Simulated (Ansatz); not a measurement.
**How the band gap of SrTiO3 (I4/mcm, No. 140, 10 atoms in the cell; start mp-4651) moves with the method**

No measured value is used here.

```tsv
level (code)	value (eV)
dielectric-dependent PBEsol hybrid (Ansatz)	3.32
HSE06 (Ansatz)	…
PBE0 (Ansatz)	4.22
```

Task: Some entries are withheld; supply them.

Result: 
- HSE06 (Ansatz, a quantum-chemistry and plane-wave program), value (eV): 3.48

Computed values are for a static lattice. Spin–orbit coupling is included only where a level's name says +SOC; with heavier elements it mostly lowers gaps and can invert bands.  Values are at the PBEsol cell. Ansatz's density-functional and Hartree–Fock values are scalar-relativistic unless marked +SOC, with PAW data made under PBE.

A start named mp-… is a Materials Project structure, which need not be a measured phase.
